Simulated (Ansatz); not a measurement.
Consider a 16-atom supercell of Nb₃Sn in the A15 (Cr3Si type) structure (space group Pm-3n, No. 223; a = 5.259 Å) at its relaxed geometry.

The values are results of PBEsol in Ansatz (plane waves to 420 eV, PAW, spin-orbit coupling left out), not measurements.

For the base:

The pressure is 0.0 GPa. The mean distance from the defect site to its nearest host atoms is 4.97 bohr.

It is then changed as follows: a neutral Nb vacancy, atoms relaxed at fixed cell, starting from a slightly rattled geometry.

**Question.** How does this affect the pressure?

**Answer.** The pressure goes from zero to -2.3 GPa.

**Question.** What does the calculation give for the largest displacement of a host atom from its site in the perfect cell after the change?

**Answer.** The largest displacement of a host atom from its site in the perfect cell is 0.10 Å.

**Question.** What happens to the mean distance from the defect site to its nearest host atoms?

**Answer.** The mean distance from the defect site to its nearest host atoms grows by 0.07 bohr, from 4.97 bohr to 5.04 bohr.

In so small a cell the defect repeats every few ångströms: this is an ordered compound, not a dilute defect. The final runs are not spin-polarised. The defect cell is not spin-polarised.

Ansatz is a quantum-chemistry and plane-wave program.
